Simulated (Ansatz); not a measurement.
Take CaTiSe3 in the cubic perovskite structure (space group Pm-3m, No. 221; a = 4.991 Å; a hypothetical phase, not in the database extracts checked) as the base.

(Cell as relaxed with PBE.)

Levels (all Ansatz, a first-principles code, PAW): PBE (420 eV, no spin-orbit coupling); PBEsol (420 eV, no spin-orbit coupling).

Each level relaxes its own structure.

```
quantity                  PBE  PBEsol
-------------------  --------  ------
volume per atom      24.86 Å³       ?
lattice parameter a   4.991 Å       ?
band gap                 zero       ?
```

Task: Predict the PBEsol column.

Result: 
- volume per atom, PBEsol: 23.83 Å³
- lattice parameter a, PBEsol: 4.920 Å
- band gap, PBEsol: zero

PBE's volume per atom lies 1.03 Å³ above PBEsol's (4.3 %); PBE's lattice parameter a lies 0.0701 Å above PBEsol's (1.4 %); the two agree on the band gap. Neither level is exact; PBEsol is the comparison here, not a measurement.

No phonon test of stability was made. All final runs are without spin polarisation. Many cubic perovskites are stable only at high temperature; tilts and polar distortions were not tested. CaTiSe3 has a high density of states at the Fermi level and may be magnetic at this level.
